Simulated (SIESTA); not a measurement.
A self-consistent single point of LaP3O9 (C222_1, 26 atoms in the cell) with SIESTA.

Level of theory: SIESTA with GGA PBEsol, numerical atomic orbitals DZP, PseudoDojo PBEsol standard norm-conserving potentials (rewritten from UPF to PSML).

```
La(PO3)3
1.0
    4.39692    -5.73260     0.00000
    4.39692     5.73260     0.00000
    0.00000     0.00000     7.50804
La P O
2 6 18
Direct
  0.87306   0.87306   0.00000
  0.12694   0.12694   0.50000
  0.33304   0.68148   0.04804
  0.66696   0.31852   0.54804
  0.68148   0.33304   0.95196
  0.31852   0.66696   0.45196
  0.25240   0.25240   0.00000
  0.74760   0.74760   0.50000
  0.25306   0.46964   0.96090
  0.74694   0.53036   0.46090
  0.46964   0.25306   0.03910
  0.53036   0.74694   0.53910
  0.77666   0.52226   0.03611
  0.22334   0.47774   0.53611
  0.52226   0.77666   0.96389
  0.47774   0.22334   0.46389
  0.37469   0.62531   0.25000
  0.62531   0.37469   0.75000
  0.82468   0.86226   0.33377
  0.17532   0.13774   0.83377
  0.86226   0.82468   0.66623
  0.13774   0.17532   0.16623
  0.22050   0.82588   0.45910
  0.77950   0.17412   0.95910
  0.82588   0.22050   0.54090
  0.17412   0.77950   0.04090
```

Reference input (self-consistent single point, DFT, GGA PBEsol, numerical atomic orbitals DZP, PseudoDojo PBEsol standard norm-conserving potentials (rewritten from UPF to PSML)): XC.functional = GGA; XC.authors = PBEsol; potentials = PseudoDojo PBEsol standard; PAO.BasisSize = DZP; PAO.EnergyShift = 0.01 Ry; MeshCutoff = 350 Ry; kgrid.MonkhorstPack = 4 4 4; OccupationFunction = FD; ElectronicTemperature = 10 K; MaxSCFIterations = 150; SCF.Mixer.Method = Pulay; SCF.Mixer.Weight = 0.1. This run's input differs from it in these lines:

```diff
@@ -50,3 +50,3 @@
 PAO.BasisSize                DZP
-PAO.EnergyShift              0.01 Ry
+PAO.EnergyShift              0.001 Ry
 MeshCutoff                   350 Ry
```

Output (repeated stretches shortened):

```
        iscf     Eharris(eV)        E_KS(eV)     FreeEng(eV)     dDmax    Ef(eV) dHmax(eV)
   scf:    1   -10949.635623   -11093.873852   -11093.873852  1.603373 -5.750193 10.127236
   scf:    2   -11126.074821   -11110.785147   -11110.785147  0.081454 -5.918146  7.393241
   scf:    3   -11137.121181   -11131.084468   -11131.084468  0.253085 -6.467122  1.952456
   scf:    4   -11130.634585   -11130.873059   -11130.873059  0.008514 -6.442347  2.254138
   scf:    5   -11131.248789   -11131.426937   -11131.426937  0.045340 -6.803369  0.553569
   scf:    6   -11131.544415   -11131.504159   -11131.504159  0.011993 -6.850492  0.107718
   scf:    7   -11131.504704   -11131.504539   -11131.504539  0.003984 -6.877603  0.120081
   scf:    8   -11131.497794   -11131.505362   -11131.505362  0.005165 -6.877251  0.082952
   scf:    9   -11131.508278   -11131.506949   -11131.506949  0.001852 -6.865191  0.059632
   scf:   10   -11131.508726   -11131.507976   -11131.507976  0.000841 -6.869148  0.027737
   scf:   11   -11131.508334   -11131.508263   -11131.508263  0.001000 -6.866608  0.002001
   scf:   12   -11131.508263   -11131.508263   -11131.508263  0.000102 -6.865930  0.001500
   scf:   13   -11131.508264   -11131.508264   -11131.508264  0.000017 -6.865881  0.000799
SCF Convergence by DM+H criterion
max |DM_out - DM_in|         :     0.0000174218
max |H_out - H_in|      (eV) :     0.0007990843
SCF cycle converged after 13 iterations

Using DM_out to compute the final energy and forces

siesta: E_KS(eV) =           -11131.5083

siesta: E_KS - E_eggbox =    -11131.5083

siesta: Atomic forces (eV/Ang):
     1   -0.101163    0.000000   -0.000000
     2    0.101163   -0.000000   -0.000000
     3    0.102442   -0.025982    0.357277
   [... 23 lines left out ...]
   Tot   -0.000000    0.000000   -0.000000
   Max    0.568578
   Res    0.235623    sqrt( Sum f_i^2 / 3N )
   Max    0.568578    constrained

Stress tensor Voigt[x,y,z,yz,xz,xy] (kbar):       15.13       10.49        5.11        0.00       -0.00        0.00
(Free)E + p*V (eV/cell)   -11133.9276
Target enthalpy (eV/cell)   -11131.5083

   [... lines left out ...]
siesta: FreeEng =    -11131.508264
   [... lines left out ...]
siesta:     0.009442   -0.000000   -0.000000
siesta:     0.000000    0.006547   -0.000000
siesta:    -0.000000    0.000000    0.003188

siesta: Cell volume =        378.491973 Ang**3

siesta: Pressure (static):
siesta:                Solid            Molecule  Units
siesta:          -0.00006962         -0.00008799  Ry/Bohr**3
siesta:          -0.00639211         -0.00807877  eV/Ang**3
siesta:         -10.24128263        -12.94362214  kBar
```

The run converged in 13 iterations. Against the reference run the free energy falls by 170 meV/atom, the pressure goes from -2.63 to -1.02 GPa, the largest force goes from 0.653 to 0.569 eV/Å and the gap on the mesh goes from 5.267 to 5.281 eV.

The starting cell comes from a database of computed structures (which also holds hypothetical and non-ambient phases and stackings), without a prior relaxation at this level. Its lattice was rescaled by a random factor within 2.5 % of one. Values carry the incompleteness of an atom-centred basis.

Cost on one core of a shared machine: roughly 6 min.
